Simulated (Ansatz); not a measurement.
The starting structures come from a database of crystals and need not be the phases stable at ambient conditions.

Tunnelling through a barrier is set by its complex band structure: the current falls as exp(−2κd) with the smallest κ.

Here is the system:

```xyz
7
Lattice="5.0651 0.0000 0.0000 0.0000 7.6071 0.0000 0.0000 3.8036 3.8036" Properties=species:S:1:pos:R:3 pbc="T T T"
Cu     0.0000     1.9018     1.9018
Cu     0.0000     5.7053     1.9018
W      0.0000     0.0000     0.0000
S      3.7659     5.7784     0.0000
S      1.2992     3.8036     1.9748
S      3.7659     1.8288     0.0000
S      1.2992     7.6071     1.8288
```

Space group of this cell: P-42m. The cell was relaxed by PBE-D3(BJ); by PBEsol its mean pressure is -1.0 GPa.

Transport runs along the normal of the first two printed cell vectors, the (110) plane of the conventional cell.

The gap is the functional's own, uncorrected, and κ follows it; spin-orbit coupling is left out. Mid-gap values are interpolated between the computed energies.

Problem. Compute, with PBEsol in Ansatz (a program for electronic structure), the band gap and the smallest decay constant κ at mid-gap.

Solution. Gap 1.19 eV on a 6×8×8 mesh; κ = 0.255 1/Å, at the zone centre.
